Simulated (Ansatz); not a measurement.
## A computed series for MgSe: response to strain

Consider MgSe in the rock salt structure (space group Fm-3m, No. 225).

```xyz
2
Lattice="0.0000 2.7362 2.7362 2.7362 0.0000 2.7362 2.7362 2.7362 0.0000" Properties=species:S:1:pos:R:3 pbc="T T T"
Mg     0.0000     0.0000     0.0000
Se     2.7362     2.7362     2.7362
```

Cartesian axes are those of the cell as printed.

Strains are applied to the cell and any free atomic positions relax; under biaxial strain the out-of-plane vector relaxes too.

Level of theory: DFT with r2SCAN, PAW potentials and a 500 eV plane-wave cutoff in Ansatz (an electronic-structure program), without spin-orbit coupling.

Notes on the quantities. energy relative to the base: free energy F.

| change | volume per atom | smallest direct gap | energy relative to the base |
|---|---|---|---|
| base | 20.48 Å³ | 3.44 eV | 0 meV/atom |
| biaxial strain −2.50 %, plane normal [111], relaxed out of plane | 19.73 Å³ | 3.53 eV | +12 meV/atom |
| biaxial strain −2.08 %, plane normal [111], relaxed out of plane | 19.85 Å³ | 3.53 eV | +8.5 meV/atom |
| biaxial strain −1.67 %, plane normal [111], relaxed out of plane | 19.98 Å³ | 3.51 eV | (withheld) |
| biaxial strain −1.25 %, plane normal [111], relaxed out of plane | 20.10 Å³ | 3.50 eV | +3.0 meV/atom |
| biaxial strain −0.83 %, plane normal [111], relaxed out of plane | 20.23 Å³ | 3.48 eV | +1.3 meV/atom |
| biaxial strain −0.42 %, plane normal [111], relaxed out of plane | 20.36 Å³ | (withheld) | +0.3 meV/atom |

**Question.** Some entries are withheld; estimate them.

**Answer.** 
- biaxial strain −1.67 %, plane normal [111], relaxed out of plane, energy relative to the base: +5.4 meV/atom
- biaxial strain −0.42 %, plane normal [111], relaxed out of plane, smallest direct gap: 3.46 eV

Stability against distortions was not tested.
